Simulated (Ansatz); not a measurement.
## Worked example: self-consistent single point of ScF3 (R32, 4 atoms in the cell) in Ansatz

Method of the run: LDA (PW92), default PAW files made with PBE (plane waves; Ansatz, a program for electronic structure).

Input as run:

Ansatz 0.2 input:
```yaml
crystal:
  lattice:
    - [2.865411, 1.654345, 2.338140]
    - [-2.865411, 1.654345, 2.338140]
    - [0.000000, -3.308691, 2.338140]
  atoms:
    - { symbol: Sc, position_ang: [0.000000, 0.000000, 0.000000] }
    - { symbol: F, position_ang: [1.427175, -2.471940, 3.507210] }
    - { symbol: F, position_ang: [1.427175, 2.471939, 3.507210] }
    - { symbol: F, position_ang: [-2.854351, -0.000001, 3.507210] }
basis:
  ecutwfc: 420.0
kpoints:
  mp_grid:
    grid: [6, 6, 6]
hamiltonian:
  xc: lda
  pseudopotentials:
    kind: paw
scf:
  occupations:
    method: fixed
output:
  forces: true
  eigenvalues: true
  stress: true
```

The program printed (abridged):

```
WARN ansatz: RAYON_NUM_THREADS=1 ignored (pool sized by the plan → 1); use --threads N
Pseudopotentials: kind: paw
Pseudopotential: Sc, paw, valence charge 11
Pseudopotential: F, paw, valence charge 7
Crystal: 4 atoms, lattice volume = 66.502 Å³
Basis set: ecut = 420 eV, 1309 PW (Γ)
Bands: 20, of which v1, the nominal top of the filled ones, is band 16 counted from 1 (15 counted from 0)
Symmetry: 6 space group operations
Space group: R32 (ITA 155), of the structure as read, at distance tolerance 4.1e-5 Å
k-points: 32 of 216 (time reversal used)
PAW frozen core: Sc, regenerated for the run's functional, and the local potential with it
PAW frozen core: F, regenerated for the run's functional, and the local potential with it
Initial density: superposition of atomic densities (neutral atoms: chi_scale 0, normalization atom), corrected by the library's trained network
Initial wavefunctions: pseudopotential atomic-orbital guess
Eigensolver: davidson
Functional: x = slater, c = lda
SCF iter   1: F=—  HF=-4477.776880 eV  |F-HF|=—  |Δ(HF+E_count)|=         —  Δρ=1.78e-2  dr2=1.53e-1  ethr=1.77e-3  ⟨swp⟩=3.4  Hψ=2642  notcnv=0  defer=38
all-band conjugate gradients solve this SCF's bands
preconditioner: auto → Resta (q_TF=auto, 2.415 Å⁻¹)
SCF iter   2: F=—  HF=-4477.738350 eV  |F-HF|=—  |Δ(HF+E_count)|=   3.85e-2  Δρ=6.03e-3  dr2=1.00e-2  ethr=4.80e-4  ⟨swp⟩=2.0  Hψ=1255  notcnv=0  defer=47
SCF iter   3: F=—  HF=-4477.735448 eV  |F-HF|=—  |Δ(HF+E_count)|=   2.90e-3  Δρ=1.88e-3  dr2=1.35e-3  ethr=3.13e-5  ⟨swp⟩=2.0  Hψ=1011  notcnv=0  defer=48
SCF iter   4: F=—  HF=-4477.735048 eV  |F-HF|=—  |Δ(HF+E_count)|=   4.00e-4  Δρ=3.11e-4  dr2=5.22e-5  ethr=4.22e-6  ⟨swp⟩=2.1  Hψ=1185  notcnv=0  defer=57
SCF iter   5: F=—  HF=-4477.735049 eV  |F-HF|=—  |Δ(HF+E_count)|=   9.67e-7  Δρ=4.10e-5  dr2=1.42e-6  ethr=1.63e-7  ⟨swp⟩=2.0  Hψ=970  notcnv=0  defer=2
SCF iter   6: F=—  HF=-4477.735051 eV  |F-HF|=—  |Δ(HF+E_count)|=   1.91e-6  Δρ=1.31e-5  dr2=1.56e-7  ethr=3.13e-10  ⟨swp⟩=6.7  Hψ=2915  notcnv=0
SCF iter   7: F=-4477.735051 eV  HF=-4477.735051 eV  |F-HF|=2.20e-8  |Δ(HF+E_count)|=   1.70e-7  Δρ=2.86e-6  dr2=7.35e-9  ethr=3.13e-10  ⟨swp⟩=5.0  Hψ=2516  notcnv=0
SCF 1 converged in 7 iterations: F = -4477.735051 eV  dr2 = 7.35e-9
SCF converged after 7 iterations
Free energy (F): -4477.735051 eV
Harris-Foulkes:  -4477.735051 eV  (|F-HF|=2.20e-8)
Internal energy: -4477.735051 eV  (E = F + TS)
E sigma→0 (E₀):  -4477.735051 eV
Fermi energy:    -0.831562 eV
--- Per-component energies (eV) ---
  E_band       = -404.957826
  E_kinetic    = 874.980764
  E_local      = -3396.246197  (includes V_loc(G=0)·N_el)
  E_nonlocal   = 307.056254
  E_hartree    = 1277.649574
  E_xc         = -337.126699
  E_vxc        = -431.479094  (∫ρ·V_xc dr)
  E_paw        = -1470.262049  (= ΣΔE_a)
  E_vpaw       = -314.578071  (= ΣTr[D̂ρ^β])
  E_aug_tail   = 0.006201  (compensation charges beyond the density's cutoff)
  E_ewald      = -1734.437577
  E_core_change = 0.644678  (= ΣΔE_core)
  E_smearing   = -0.000000  (= −TS)
  E_closure    = -0.000000  (closes the sum)
  Σ components = -4477.735051   (vs F -4477.735051, Δ=0.00e0)
--- Forces (eV/Å), atoms counted from 1 ---
  atom   1  Sc     0.00000000     0.00000000     0.00000000
  atom   2  F      0.00823219    -0.01425857    -0.00000000
  atom   3  F      0.00823219     0.01425857     0.00000000
  atom   4  F     -0.01646438    -0.00000000     0.00000000
  max |Σ_I F_I| component: 8.67e-19 eV/Å
--- Stress (GPa, compression-positive) ---
       -5.519948      -0.000000      -0.000000
       -0.000000      -5.519948      -0.000000
       -0.000000      -0.000000      -5.489829
  P = ⅓ Tr σ = -5.5099 GPa (-55.099 kbar)
  The stress holds the Pulay correction. Without it, at fixed plane waves, as pw.x and ABINIT print it: P = -6.2395 GPa
--- Band table (eV; the first three rows and the last of 32) ---
  k-point 0: bands = ["-46.3883", "-25.3334", "-25.3334", "-25.3334", "-20.4449", "-20.1712", "-20.1712", "-2.5794", "-2.5794", "-2.5780", "-1.3938", "-1.3921", "-1.3921", "-1.3646", "-1.3646", "-1.3624", "5.2336", "5.2344", "5.2344", "6.7363"]
  k-point 1: bands = ["-46.3873", "-25.4343", "-25.3324", "-25.3324", "-20.3903", "-20.1699", "-20.0228", "-2.8570", "-2.5480", "-2.5470", "-1.6264", "-1.5130", "-1.5124", "-1.4215", "-1.3728", "-1.3704", "5.2434", "5.4511", "5.4513", "6.8880"]
  k-point 2: bands = ["-46.3852", "-25.6193", "-25.3304", "-25.3304", "-20.3554", "-20.1674", "-19.6597", "-3.5185", "-2.4567", "-2.4557", "-1.9365", "-1.7856", "-1.7850", "-1.4810", "-1.3690", "-1.3666", "5.2624", "5.8824", "5.8824", "6.9014"]
  k-point 31: bands = ["-46.3760", "-25.6951", "-25.6951", "-25.6947", "-19.4607", "-19.4607", "-19.4605", "-3.9493", "-3.7908", "-3.7908", "-3.0296", "-3.0296", "-3.0286", "-0.8319", "-0.8316", "-0.8316", "6.7872", "6.7878", "6.7878", "9.5956"]
```

The run converged in 7 iterations.

The starting cell comes from a database of computed structures (which also holds hypothetical and non-ambient phases and stackings), without a prior relaxation at this level. Its lattice was rescaled by up to half a per cent. With a pressure of about -6 GPa the cell is away from its equilibrium volume at this level. Ansatz's pressure includes its estimate of the finite-basis (Pulay) stress. Without the estimate this run gives -6.24 GPa.
